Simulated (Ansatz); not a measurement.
Take BeS in the zinc blende structure (space group F-43m, No. 216; a = 4.8381 Å) as the base. Axes: x, y, z lie along the cube axes.

Level of theory: PBEsol in Ansatz (plane waves to 420 eV, PAW, no SOC).

For the base:

| Quantity | Value |
|---|---|
| Valence-band top at Γ | 0.00, 0.00, 0.00 eV |
| Electron mass | 0.80 mₑ along k, 0.28 mₑ across (at X) |

The change: biaxial strain +3.00 %, plane normal [001], relaxed out of plane (Cartesian); in-plane vectors clamped, the third vector and the atoms free.

Estimate the effect on the valence-band top at Γ.

The valence-band top at Γ (three highest levels, from the VBM) changes from 0.00, 0.00, 0.00 eV to 0.00, -0.26, -0.26 eV.

How does this affect the out-of-plane strain?

The out-of-plane strain comes out as -2.53 %.

What happens to the electron mass?

The electron mass changes from 0.80 mₑ along k, 0.28 mₑ across (at X) to 0.74 mₑ along k, 0.30 mₑ across (at X).

Predict the new energy relative to the base.

The energy rises by 13 meV/atom.

The levels and masses belong to the bands next to the band gap. Masses are band curvatures over ±0.01 Å⁻¹ around the edge. Along k means along the line from Γ to the band edge. Stability against distortions was not tested.

Ansatz is an electronic-structure program.
